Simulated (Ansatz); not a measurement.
OH on the 1x1 (0001) surface of hcp Ru, one in a 3x3 cell, energies for each (57.7 Å²). Energies are against H2O(g) − ½ H2(g), without zero-point or thermal terms; each row is named by its start. No converged result for: 1 more start.

Level of theory: PBE (plane waves to 420 eV, PAW; Ansatz, an electronic-structure program).

Set-up: 38 atoms, 6.3 Å thick at the start under the adsorbate (thin: gaps and levels are the slab's own); mesh 4x4x1; 0.1 eV smearing; dipole correction on; 18 atoms held, the rest relaxed; each run with such symmetry as its start has; spin where the adsorbate may keep a moment, no spin-orbit, no U, no dispersion correction.

A negative adsorption energy means that the adsorbate is more stable on the surface than in its reference. Starts that drift may end in the same place. Heights count from the host atoms within 0.3 Å of the top one.

| starting site | E_ads (eV) | height (Å) | nearest host atom (Å) | bonded to | Δ work function (eV) | lateral drift (Å) | moment (μB) |
|---|---|---|---|---|---|---|---|
| top Ru | -0.20 | 1.55 | Ru 2.19 | 3 Ru | -0.76 | 1.6 | 0.0 |
| hollow Ru-Ru-Ru | -0.20 | 1.55 | Ru 2.19 | 3 Ru | -0.76 | 0.0 | – |
| hollow Ru-Ru-Ru over Ru at depth 2.1 Å | -0.22 | 1.51 | Ru 2.17 | 3 Ru | -0.80 | 0.0 | – |
